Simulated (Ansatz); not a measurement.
```yaml
crystal:
  lattice:
    - [3.28502, 0.00000, 0.00000]
    - [-1.64251, 2.84491, 0.00000]
    - [0.00000, 0.00000, 5.30462]
  atoms:
    - { symbol: Zn, position: [0.33333, 0.66667, 0.99802] }
    - { symbol: Zn, position: [0.66667, 0.33333, 0.49802] }
    - { symbol: O, position: [0.33333, 0.66667, 0.37698] }
    - { symbol: O, position: [0.66667, 0.33333, 0.87698] }
```

All values below come from PBE with spin-orbit coupling, rigid bands (plane waves, PAW; Ansatz, a program for electronic structure). Condition of this run: hydrostatic pressure of -6.6 GPa (compression positive) (the target of the relaxation). Cell: cell and atoms relaxed with PBEsol, then loaded as said.

### Question
What conductivity effective mass do dilute electrons have at 300 K?

### Answer
0.155 mₑ.

### Question
Predict the hole conductivity mass (n e² τ/σ) at 300 K, by direction if it differs.

### Answer
1.98 (x), 1.98 (y), 2.9 (z) mₑ.

### Question
And the band gap?

### Answer
0.72 eV at this level; semilocal functionals usually fall short of the measured gap.

Rigid bands, one relaxation time for all states, no polarons. Geometry: cell and atoms relaxed with PBEsol.
